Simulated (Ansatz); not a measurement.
Base system: MgAu in the CsCl type structure (space group Pm-3m, No. 221; a = 3.2584 Å). Axes: x, y, z lie along the cube axes.

Method: PBEsol, PAW, 420 eV (Ansatz, a program for electronic structure; no SOC).

Before the change:

| Quantity | Result |
|---|---|
| Shortest interatomic distance | 2.822 Å |

Modification: a free-standing slab of 4 layers (8 atoms, 2 a layer) is cut normal to [110], with 15 Å of vacuum and the in-plane cell held at bulk.

Q: Estimate the effect on the change of the spacing d23 from its bulk value of 2.304 Å, excess energy per area of both faces, shortest interatomic distance and change of the spacing d12 from its bulk value of 2.304 Å.

A: The change of the spacing d23 from its bulk value of 2.304 Å amounts to -1.1 %; the excess energy per area of both faces (slab less bulk energy over the cell's area: twice a surface energy) is 1.9 J/m² (uncertain by up to 0.09 J/m²); the shortest interatomic distance drops by 0.076 Å (2.822 Å → 2.746 Å); the change of the spacing d12 from its bulk value of 2.304 Å comes out as -1.1 %.

The excess energy carries the mismatch between the slab's and the bulk's meshes. Whether these cells are dynamically stable was not tested.
